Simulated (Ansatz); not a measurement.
Abridged Ansatz (a quantum-chemistry and plane-wave program) output:

```
Relaxation: its limit of steps is 60 (relax.max_steps)
Pseudopotential: Ti, paw, valence charge 12
Pseudopotential: O, paw, valence charge 6
Crystal: 6 atoms, lattice volume = 68.249 Å³
Basis set: ecut = 420 eV, 1317 PW (Γ), exchange–correlation on 80×80×80 points (8 copies of the dense FFT grid, shifted against one another)
Bands: 30, of which v1, the nominal top of the filled ones, is band 24 counted from 1 (23 counted from 0)
Symmetry: 16 space group operations
k-points: 163 of 1728
Functional: x = pbesol(κ = 0.804, μ = 0.12345679012345678), c = pbesol(β = 0.046)
SCF iter   1: F=—  HF=-7199.763520 eV  |F-HF|=—  |Δ(HF+E_count)|=         —  Δρ=1.62e-2  dr2=1.37e-1  ethr=1.77e-3  ⟨swp⟩=4.9  Hψ=20029  notcnv=0
SCF iter   2: F=—  HF=-7199.769174 eV  |F-HF|=—  |Δ(HF+E_count)|=   5.65e-3  Δρ=1.70e-2  dr2=1.92e-1  ethr=2.86e-4  ⟨swp⟩=2.0  Hψ=9498  notcnv=0  defer=252
SCF 1 converged in 6 iterations: F = -7199.732104 eV  dr2 = 7.92e-8
relax step   1: F+E_penalty+E_count = -7199.73210379 eV  Δ(F+E_penalty+E_count) = +0.000e0 eV  max|allowed force component| = 5.031e-5 eV/Å  Δτ_max = 0.0000 Å  P = -0.997 GPa  Ω = 68.249 Å³  (6 SCF iters, dr2 threshold 1.00e-7 eV, accepted)
[... steps on the carried basis left out ...]
relax step   7: F+E_penalty+E_count = -7199.72850430 eV  Δ(F+E_penalty+E_count) = -6.691e-5 eV  max|allowed force component| = 3.642e-5 eV/Å  Δτ_max = 0.0000 Å  P = -1.997 GPa  Ω = 68.634 Å³  stress off target by 5.62e-3 GPa  SCF on the basis re-selected at this cell (its energy is not comparable with the rows above)  (6 SCF iters)
SCF converged after 6 iterations
Free energy (F): -7199.728504 eV
Internal energy: -7199.728504 eV  (E = F + TS)
E sigma→0 (E₀):  -7199.728504 eV
Fermi energy:    8.219896 eV
--- Forces (eV/Å), atoms counted from 1 ---
  atom   1  Ti     0.00000000     0.00000000     0.00000000
  atom   2  Ti    -0.00000000     0.00000000     0.00000000
  atom   3  O     -0.00000000    -0.00000000     0.00003642
  atom   4  O      0.00000000    -0.00000000     0.00003642
  atom   5  O      0.00000000    -0.00000000    -0.00003642
  atom   6  O      0.00000000    -0.00000000    -0.00003642
--- Stress (GPa, compression-positive) ---
       -1.998896       0.000000       0.000000
        0.000000      -1.998896       0.000000
       -0.000000      -0.000000      -1.994379
  P = ⅓ Tr σ = -1.9974 GPa (-19.974 kbar)
--- Relaxed structure (5 steps of the walk, 5 accepted, 2 SCFs on fresh bases) ---
  cell:  # Å, volume = 68.6342 Å³
    - [-1.888121249820399, 1.888121249820399, 4.8130583795945]
    - [1.888121249820399, -1.888121249820399, 4.8130583795945]
    - [1.888121249820399, 1.888121249820399, -4.8130583795945]
  atoms:
    - { symbol: Ti, position: [0.75, 0.25, 0.5] }
    - { symbol: Ti, position: [1.507529569381823e-20, 1.5075295693818222e-20, -1.548686279388314e-35] }
    - { symbol: O, position: [0.5434078468948188, 0.04340784689481875, 0.49999999999999994] }
    - { symbol: O, position: [0.7934078468948187, 0.7934078468948187, 1.0391185107316631e-35] }
    - { symbol: O, position: [0.20659215310518125, 0.20659215310518125, -1.2511185379311337e-35] }
    - { symbol: O, position: [0.9565921531051813, 0.4565921531051813, 0.5] }
```

Q: What was computed, and what are the main results?

A: TiO2, 6 atoms in the cell, with Kohn–Sham DFT with the PBEsol functional, run in Ansatz with PAW and 420 eV plane waves, no spin-orbit coupling, from a series relaxed to a target (pressure −2 GPa). The last SCF converged to F = -7199.728504 eV, or -1199.9548 eV per atom, at a pressure of -2.00 GPa. The total energy compares only with runs of the same code, potentials and settings.

Load acts through the strain it causes; cell and atoms are relaxed under it. Stability against distortions was not tested. The final runs are not spin-polarised. The cell was made from TiO₂ in the anatase structure (space group I4_1/amd, No. 141) by this change: pressure −2 GPa.

Keys are those of Ansatz 0.2.
